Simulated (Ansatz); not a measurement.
ZrGeO3 (model structure, started from the PbTiO3 type, P4mm, No. 99, 5 atoms in the cell), treated with LDA (Ansatz, an electronic-structure program, PAW).

Run with plane-wave cutoff 520 eV, 8×8×8 k mesh, Fermi–Dirac smearing 0.01 eV, scalar-relativistic PAW data made under PBE.

Cell (relaxed at this level):

```xyz
5
Lattice="3.9540 0.0000 0.0000 0.0000 3.9540 0.0000 0.0000 0.0000 4.2899" Properties=species:S:1:pos:R:3 pbc="T T T"
Zr     1.9770     1.9770     2.4829
Ge     0.0000     0.0000     0.8276
O      0.0000     1.9770     1.9235
O      1.9770     0.0000     1.9235
O      1.9770     1.9770     4.3832
```

**Question.** Give the computed band gap, direct gap at Γ and bulk modulus.

**Answer.** 
* **band gap**: 1.38 eV (on the SCF k mesh)
* **direct gap at Γ**: 3.56 eV
* **bulk modulus**: 117 GPa

Note: the bulk modulus is −V dP/dV from two relaxed cells at ±2 % in volume; the relaxation could raise the start's symmetry but not lower it, so the cell can be a saddle point.

Spin–orbit coupling is not included.

Computed values are for the static lattice.

It cost about 2.2 core-minutes (a rough figure) of CPU time.

A model structure was made by putting elements into a prototype or built by hand; it is no filed structure, need not be a known phase, and can be a saddle point held by its symmetry.
